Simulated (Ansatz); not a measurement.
System: TaBr₅ (C2/m, No. 12). Method: PBE0 (Ansatz, a program for electronic structure, PAW).

Numerical settings: plane-wave cutoff 460 eV, 2×2×4 k mesh (along the axes of the cell as run), Fermi–Dirac smearing 0.01 eV, scalar-relativistic PAW data made under PBE.

Cell (measured lattice):

TaBr5 is taken in the monoclinic space group C2/m (No. 12), Pearson symbol mS72. Conventional cell: a = 19.433 Å, b = 18.775 Å, c = 6.203 Å, α = γ = 90.00°, β = 90.72°. Ta1 on 4h is coordinated by 4 Br at 2.408–2.459 Å and 2 Br at 2.710 Å (octahedral). Ta2 on 8j is coordinated by 4 Br at 2.407–2.461 Å and 2 Br at 2.707 Å (octahedral). Br1 on 4i sees 2 Ta at 2.709 Å (bent). Br2 on 8j has 1 Ta at 2.410 Å. Br3 on 8j is surrounded by 1 Ta at 2.460 Å. Br4 on 8j sees 1 Ta at 2.407 Å. Br5 on 4i sees 2 Ta at 2.707 Å (bent). Br6 on 8j is coordinated by 1 Ta at 2.459 Å. 3 further independent sites are not listed. (Neighbours: up to the widest gap in distance over summed covalent radii, below 1.35, at either atom; cation-cation and far metal-metal contacts left out.)
(The calculation used a cell of 36 atoms; values per cell refer to that cell.)

Task: Estimate the band gap and smallest direct gap on the k points sampled that the calculation returns.

Result: 
- band gap: 3.68 eV (on the SCF k mesh)
- smallest direct gap on the k points sampled: 3.74 eV

Note: cell and atoms aren't relaxed at this level (largest force component 0.08 eV/Å, pressure 1.0 GPa).

Spin–orbit coupling is not included.

Static lattice: no zero-point or thermal effects.
